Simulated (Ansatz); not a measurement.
**Smallest direct gap on the k points sampled of SnC (model structure, started from the zincblende type, F-43m, No. 216, 2 atoms in the cell) at several levels of theory**

No measured value is used here.

```
level (code)          value (eV)  cell (Å³/atom)
--------------------  ----------  --------------
LDA (Ansatz)                0.95           15.58
PBE (Ansatz)                0.62           16.46
PBE+SOC (Ansatz)            0.79           15.95
PBEsol (Ansatz)             0.78           15.95
PBEsol+SOC (Ansatz)         0.76           15.95
PBE-D3(BJ) (Ansatz)         0.75           16.09
HSE06 (Ansatz)              1.61           15.95
HSE06+SOC (Ansatz)          1.59           15.95
PBE0 (Ansatz)               2.24           15.95
G0W0@HSE06 (Ansatz)         1.72           15.94
G0W0@PBEsol (Ansatz)        1.34           15.94
```

Computed values are for a static lattice. Spin–orbit coupling is included only where a level's name says +SOC; with heavier elements it mostly lowers gaps and can invert bands.  G0W0@HSE06, G0W0@PBEsol: filled d or f shells below the valence bands can shift G0W0 gaps through exchange with them, which wasn't tested here. G0W0@HSE06: GW on a hybrid start was not checked against another program. Values are at the PBEsol cell; LDA at the level's own relaxed cell; PBE at the level's own equilibrium cell; PBEsol at the level's own equilibrium cell; PBE-D3(BJ) at the level's own equilibrium cell. Cutoffs and k meshes differ between the levels. Ansatz's density-functional and Hartree–Fock values are scalar-relativistic unless marked +SOC, with PAW data made under PBE.

A model structure was made by putting elements into a prototype or built by hand; it is no filed structure, need not be a known phase, and can be a saddle point held by its symmetry.

Ansatz is a quantum-chemistry and plane-wave program.
